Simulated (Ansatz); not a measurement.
Pt3SnC (model structure, started from the Ni3MgC type, Pm-3m, No. 221, 5 atoms in the cell) was calculated with LDA in Ansatz (plane waves, PAW).

Run with plane-wave cutoff 520 eV, 14×14×14 k mesh, Fermi–Dirac smearing 0.05 eV, scalar-relativistic PAW data made under PBE.

Cell (relaxed at this level):

Pt3SnC is modelled in the cubic space group Pm-3m (No. 221), the anti-perovskite structure, Pearson symbol cP5. Lattice parameters: a = b = c = 4.2062 Å, α = β = γ = 90.00°. Sn on 1a sees 12 Pt at 2.974 Å (cuboctahedral). Pt on 3c is surrounded by 2 C at 2.103 Å and 8 Pt at 2.974 Å and 4 Sn at 2.974 Å. C on 1b is surrounded by 6 Pt at 2.103 Å (octahedral). (Neighbours: up to the widest gap in distance over summed covalent radii, below 1.35, at either atom; cation-cation and far metal-metal contacts left out.)

Predict the bulk modulus B0.


- bulk modulus B0: 215 GPa

The run finds no gap.

Note: the bulk modulus is −V dP/dV from two relaxed cells at ±2 % in volume; the relaxation could raise the start's symmetry but not lower it, so the cell can be a saddle point.

Spin–orbit coupling is not included; it can open a gap where bands touch, and shift volumes and moduli.

The computed numbers hold no vibrational or temperature effects.

It cost roughly 100 core-seconds of CPU time.

A model structure was made by putting elements into a prototype or built by hand; it is no filed structure, need not be a known phase, and can be a saddle point held by its symmetry.

Ansatz is a program for electronic structure.
